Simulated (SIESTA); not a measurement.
Band structure of ScAg₄ (I4/m, 5 atoms in the cell).

```yaml
crystal:
  lattice:
    - [-3.30061, 3.30061, 2.04162]
    - [3.30061, -3.30061, 2.04162]
    - [3.30061, 3.30061, -2.04162]
  atoms:
    - { symbol: Sc, position: [0.00000, 0.00000, 0.00000] }
    - { symbol: Ag, position: [0.19961, 0.59963, 0.79924] }
    - { symbol: Ag, position: [0.80039, 0.40037, 0.20076] }
    - { symbol: Ag, position: [0.59963, 0.80039, 0.40002] }
    - { symbol: Ag, position: [0.40037, 0.19961, 0.59998] }
```

Computed with LDA PW92, numerical atomic orbitals DZP, PseudoDojo LDA standard norm-conserving potentials (rewritten from UPF to PSML) (SIESTA).

Settings: XC.functional = LDA; XC.authors = PW92; potentials = PseudoDojo LDA standard; PAO.BasisSize = DZP; PAO.EnergyShift = 0.01 Ry; MeshCutoff = 400 Ry; kgrid.MonkhorstPack = 6 6 6; OccupationFunction = FD; ElectronicTemperature = 0.1 eV; MaxSCFIterations = 150; SCF.Mixer.Method = Broyden; SCF.Mixer.Weight = 0.25; SCF.Mixer.History = 8; SCF.DM.Tolerance = 1.0E-05.

The starting cell comes from a database of computed structures (which also holds hypothetical and non-ambient phases and stackings), without a prior relaxation at this level. Values carry the incompleteness of an atom-centred basis.

Levels in eV from the Fermi level, bands 41 to 46:
```csv
point,41,42,43,44,45,46
Γ,-3.34,-1.34,0.22,1.37,1.50,1.50
X,-3.38,-3.34,0.43,0.91,1.25,1.46
M,-3.28,-2.26,-2.26,-2.08,1.81,1.82
Z,-2.20,-1.92,-1.78,-1.78,-0.50,1.52
P,-2.34,-2.34,-1.91,-1.58,1.27,1.49
N,-3.20,-2.37,-0.92,-0.38,0.87,1.19
Z1,-2.20,-1.92,-1.78,-1.78,-0.50,1.52
```

Bands cross the Fermi level along this path, so the cell is metallic at this level.

Higher empty bands are left out: an atom-centred basis made for the valence describes them poorly.
